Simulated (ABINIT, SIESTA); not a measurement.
An ABINIT input for a self-consistent single point of GaIr (Pm-3m, 2 atoms in the cell) (DFT, PBEsol, spin-orbit coupling, plane waves, norm-conserving pseudopotentials (PseudoDojo nc-fr-04 PBEsol standard)):

```
# GaIr, PseudoDojo nc-fr-04 PBEsol standard
pp_dirpath "./"
pseudos "Ga.upf, Ir.upf"
acell 3*1.0 Angstrom
rprim
         3.0285000000    0.0000000000    0.0000000000
         0.0000000000    3.0285000000    0.0000000000
         0.0000000000    0.0000000000    3.0285000000
natom 2
ntypat 2
znucl 31 77
typat 1 2
xred
         0.0000000000    0.0000000000    0.0000000000
         0.5000000000    0.5000000000    0.5000000000
ecut 40 Ha
nspinor 2
nspden 1
occopt 7
tsmear 0.00367493
nband 48
kptopt 1
ngkpt 9 9 9
nshiftk 1
shiftk 0 0 0
nstep 100
tolvrs 1.0e-12
prtwf 0
prtden 0
```

Q: Translate this input to SIESTA.

A: This is the input that was run; spellings and numerical settings could be chosen otherwise.

```
# files in the folder: Ga.psml Ir.psml (PseudoDojo PBEsol fully relativistic)
SystemName  GaIr
SystemLabel gair

NumberOfAtoms                2
NumberOfSpecies              2
%block ChemicalSpeciesLabel
  1 31 Ga
  2 77 Ir
%endblock ChemicalSpeciesLabel
LatticeConstant              3.028500 Ang
%block LatticeVectors
     1.000000000    0.000000000    0.000000000
     0.000000000    1.000000000    0.000000000
     0.000000000    0.000000000    1.000000000
%endblock LatticeVectors
AtomicCoordinatesFormat      Ang
%block AtomicCoordinatesAndAtomicSpecies
     0.000000000    0.000000000    0.000000000  1
     1.514250000    1.514250000    1.514250000  2
%endblock AtomicCoordinatesAndAtomicSpecies

XC.functional                GGA
XC.authors                   PBEsol
PAO.BasisSize                DZP
PAO.EnergyShift              0.01 Ry
MeshCutoff                   300 Ry
%block kgrid.MonkhorstPack
    9   0   0  0.0
    0   9   0  0.0
    0   0   9  0.0
%endblock kgrid.MonkhorstPack
OccupationFunction           MP
OccupationMPOrder            0
ElectronicTemperature        1160.45 K
Spin                         spin-orbit
%block DM.InitSpin
  1 0.00 0.00 0.00
  2 0.00 0.00 0.00
%endblock DM.InitSpin

MaxSCFIterations             150
SCF.Mixer.Method             Broyden
SCF.Mixer.Weight             0.2
SCF.Mixer.History            8
SCF.DM.Tolerance             1.0E-04
Diag.ParallelOverK           true
WriteForces                  true
```

Basis, cutoffs, solver keys and any potentials are the target program's own. This input uses DFT, GGA PBEsol with spin-orbit coupling, numerical atomic orbitals DZP, PseudoDojo PBEsol fully relativistic norm-conserving potentials (rewritten from UPF to PSML).

The starting cell comes from a database of computed structures (which also holds hypothetical and non-ambient phases and stackings), without a prior relaxation at this level.
